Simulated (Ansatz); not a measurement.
A self-consistent single point of Nb2PC (P3m1, 8 atoms in the cell) with Ansatz (a first-principles code)

Computed with PBEsol, default PAW files made with PBE (plane waves; Ansatz).

This input was run:

Ansatz 0.2 input:
```yaml
# Nb2PC
crystal:
  lattice:
    - [3.330281, 0.000000, 0.000000]
    - [-1.665140, 2.884107, 0.000000]
    - [0.000000, 0.000000, 11.620136]
  atoms:
    - { symbol: Nb, position_ang: [-0.000001, 1.922739, 4.698404] }
    - { symbol: Nb, position_ang: [1.665142, 0.961368, 6.971733] }
    - { symbol: Nb, position_ang: [1.665142, 0.961368, 10.458471] }
    - { symbol: Nb, position_ang: [-0.000001, 1.922739, 1.161665] }
    - { symbol: P, position_ang: [1.665142, 0.961368, 2.905034] }
    - { symbol: P, position_ang: [-0.000001, 1.922739, 8.715102] }
    - { symbol: C, position_ang: [0.000000, 0.000000, 5.810068] }
    - { symbol: C, position_ang: [0.000000, 0.000000, 0.000000] }
basis:
  ecutwfc: 420.0
kpoints:
  mp_grid:
    grid: [11, 11, 3]
hamiltonian:
  xc: pbesol
  pseudopotentials:
    kind: paw
scf:
  occupations:
    method: gaussian
    width: 0.1
output:
  forces: true
  eigenvalues: true
  stress: true
```

Output, abridged:

```
WARN the atoms were moved onto the symmetric positions of the space group found under crystal.symmetry.tolerance 1.0e-5 (fractional …
WARN ansatz: RAYON_NUM_THREADS=1 ignored (pool sized by the plan → 1); use --threads N
Pseudopotentials: kind: paw
Pseudopotential: Nb, paw, valence charge 13
Pseudopotential: P, paw, valence charge 5
Pseudopotential: C, paw, valence charge 4
Crystal: 8 atoms, lattice volume = 111.610 Å³
Basis set: ecut = 420 eV, 2223 PW (Γ), exchange–correlation on 48×48×160 points (8 copies of the dense FFT grid, shifted against one another)
Bands: 43, of which v1, the nominal top of the filled ones, is band 35 counted from 1 (34 counted from 0)
Symmetry: 6 space group operations
Space group: P3m1 (ITA 156), of the structure as read, at distance tolerance 4.8e-5 Å
k-points: 42 of 363 (time reversal used)
PAW frozen core: Nb, regenerated for the run's functional, and the local potential with it
PAW frozen core: P, regenerated for the run's functional, and the local potential with it
PAW frozen core: C, regenerated for the run's functional, and the local potential with it
Initial density: superposition of atomic densities (neutral atoms: chi_scale 0, normalization atom), corrected by the library's trained network
Initial wavefunctions: pseudopotential atomic-orbital guess
Eigensolver: davidson
Functional: x = pbesol(κ = 0.804, μ = 0.12345679012345678), c = pbesol(β = 0.046)
SCF iter   1: F=—  HF=-19962.214987 eV  |F-HF|=—  |Δ(HF+E_count)|=         —  Δρ=7.32e-3  dr2=6.83e-2  ethr=1.77e-3  ⟨swp⟩=5.7  Hψ=7315  notcnv=0
all-band conjugate gradients solve this SCF's bands
preconditioner: auto → Kerker (q_TF=auto, 2.524 Å⁻¹)
SCF iter   2: F=—  HF=-19962.202334 eV  |F-HF|=—  |Δ(HF+E_count)|=   1.27e-2  Δρ=3.35e-3  dr2=1.39e-2  ethr=9.75e-5  ⟨swp⟩=2.0  Hψ=2289  notcnv=0  defer=1
SCF iter   3: F=—  HF=-19962.199785 eV  |F-HF|=—  |Δ(HF+E_count)|=   2.55e-3  Δρ=6.89e-4  dr2=8.86e-4  ethr=1.99e-5  ⟨swp⟩=2.0  Hψ=2436  notcnv=0  defer=1
SCF iter   4: F=—  HF=-19962.199687 eV  |F-HF|=—  |Δ(HF+E_count)|=   9.78e-5  Δρ=1.07e-4  dr2=3.96e-5  ethr=1.27e-6  ⟨swp⟩=2.1  Hψ=2276  notcnv=0  defer=1
SCF iter   5: F=—  HF=-19962.199698 eV  |F-HF|=—  |Δ(HF+E_count)|=   1.10e-5  Δρ=2.96e-5  dr2=2.72e-6  ethr=5.66e-8  ⟨swp⟩=2.0  Hψ=2407  notcnv=0  defer=1
SCF iter   6: F=—  HF=-19962.199698 eV  |F-HF|=—  |Δ(HF+E_count)|=   2.41e-7  Δρ=5.21e-6  dr2=1.35e-7  ethr=3.88e-9  ⟨swp⟩=2.4  Hψ=2459  notcnv=0  defer=1
SCF iter   7: F=-19962.199698 eV  HF=-19962.199698 eV  |F-HF|=4.50e-9  |Δ(HF+E_count)|=   7.64e-9  Δρ=1.56e-6  dr2=6.54e-9  ethr=1.43e-10  ⟨swp⟩=8.5  Hψ=6414  notcnv=0
SCF 1 converged in 7 iterations: F = -19962.199698 eV  dr2 = 6.54e-9
SCF converged after 7 iterations
Free energy (F): -19962.199698 eV
Harris-Foulkes:  -19962.199698 eV  (|F-HF|=4.50e-9)
Internal energy: -19962.183593 eV  (E = F + TS)
E sigma→0 (E₀):  -19962.191645 eV
Entropy (-TS):   -0.016105 eV (-2.013 meV/atom)
Fermi energy:    16.286840 eV
--- Per-component energies (eV) ---
  E_band       = -262.371238
  E_kinetic    = 1894.029928
  E_local      = -3556.590122  (includes V_loc(G=0)·N_el)
  E_nonlocal   = 600.822262
  E_hartree    = 1176.603080
  E_xc         = -918.741967
  E_vxc        = -1094.638044  (∫ρ·V_xc dr)
  E_paw        = -13366.720998  (= ΣΔE_a)
  E_vpaw       = -459.200901  (= ΣTr[D̂ρ^β])
  E_aug_tail   = 0.000047  (compensation charges beyond the density's cutoff)
  E_ewald      = -5792.475051
  E_core_change = 0.889229  (= ΣΔE_core)
  E_smearing   = -0.016105  (= −TS)
  E_closure    = -0.000000  (closes the sum)
  Σ components = -19962.199698   (vs F -19962.199698, Δ=0.00e0)
--- Forces (eV/Å), atoms counted from 1 ---
  atom   1  Nb     0.00000000     0.00000000    -0.44084863
  atom   2  Nb     0.00000000    -0.00000000    -0.01325953
  atom   3  Nb    -0.00000000    -0.00000000     0.33527748
  atom   4  Nb     0.00000000     0.00000000    -0.22997667
  atom   5  P      0.00000000    -0.00000000     0.19345244
  atom   6  P      0.00000000     0.00000000    -0.01348292
  atom   7  C      0.00000000    -0.00000000     0.18444564
  atom   8  C      0.00000000     0.00000000    -0.01560646
  max |Σ_I F_I| component: 1.35e-6 eV/Å
--- Stress (GPa, compression-positive) ---
      -10.144748       0.000000       0.000000
        0.000000     -10.144748       0.000000
        0.000000      -0.000000      -9.166038
  P = ⅓ Tr σ = -9.8185 GPa (-98.185 kbar)
  The stress holds the Pulay correction. Without it, at fixed plane waves, as pw.x and ABINIT print it: P = -9.9198 GPa
--- Band table (eV; the first three rows and the last of 42) ---
  k-point 0: bands = ["-39.2242", "-39.1962", "-39.1322", "-39.0888", "-15.7219", "-15.6334", "-15.1734", "-15.1679", "-15.1679", "-15.1438", "-15.1438", "-15.0739", "-15.0739", "-15.0625", "-15.0335", "-15.0335", "3.1415", "4.0653", "4.3645", [...]
  k-point 1: bands = ["-39.2241", "-39.1964", "-39.1321", "-39.0889", "-15.7026", "-15.6585", "-15.1675", "-15.1675", "-15.1510", "-15.1443", "-15.1443", "-15.0792", "-15.0736", "-15.0736", "-15.0337", "-15.0337", "3.2690", "3.6332", "4.9047", [...]
  k-point 2: bands = ["-39.2197", "-39.1913", "-39.1309", "-39.0877", "-15.7112", "-15.6251", "-15.2393", "-15.1997", "-15.1806", "-15.1572", "-15.1358", "-15.0994", "-15.0757", "-15.0609", "-15.0452", "-15.0346", "3.2953", "4.1642", "4.4571", [...]
  k-point 41: bands = ["-39.1422", "-39.1315", "-39.1085", "-39.0932", "-15.5789", "-15.5683", "-15.5540", "-15.5376", "-15.4894", "-15.4755", "-15.2700", "-15.2235", "-15.1851", "-15.1697", "-15.1201", "-15.1032", "5.2382", "5.2768", "5.9236", [...]
```

The run converged in 7 iterations.

The starting cell comes from a database of computed structures (which also holds hypothetical and non-ambient phases and stackings), without a prior relaxation at this level. Its lattice was rescaled by up to half a per cent. One atom was moved a little off its site on purpose. Spin polarisation is off. With a pressure of about -10 GPa the cell is away from its equilibrium volume at this level. Ansatz's pressure includes its estimate of the finite-basis (Pulay) stress.
